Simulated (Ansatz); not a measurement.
We consider BeS (model structure, started from the rocksalt type, Fm-3m, No. 225, 2 atoms in the cell), described by r²SCAN0 in Ansatz (PAW).

Numerical settings: plane-wave cutoff 520 eV, 10×10×10 k mesh, Fermi–Dirac smearing 0.01 eV, scalar-relativistic PAW data made under PBE.

The cell is the one relaxed with PBEsol. Conventional cell: a = 4.5898 Å, b = 4.5898 Å, c = 4.5898 Å, α = 90.00°, β = 90.00°, γ = 90.00°.

```
CELL_PARAMETERS angstrom
      0.00000     2.29492     2.29492
      2.29492     0.00000     2.29492
      2.29492     2.29492     0.00000
ATOMIC_POSITIONS crystal
  S  0.00000 0.00000 0.00000
  Be 0.50000 0.50000 0.50000
```

### Question
List the 5 lowest band energies at Γ above −25 eV (eV, relative to the valence band maximum), grouping those that round alike.

### Answer
At Γ: -17.42, -0.35 (×3), 8.05.

Note: the run warned that its exchange threshold was loose for the stress; the relaxation could raise the start's symmetry but not lower it, so the cell can be a saddle point; cell and atoms aren't relaxed at this level (pressure 2.4 GPa).

A model structure was made by putting elements into a prototype or built by hand; it is no filed structure, need not be a known phase, and can be a saddle point held by its symmetry.

Ansatz is a program for electronic structure.
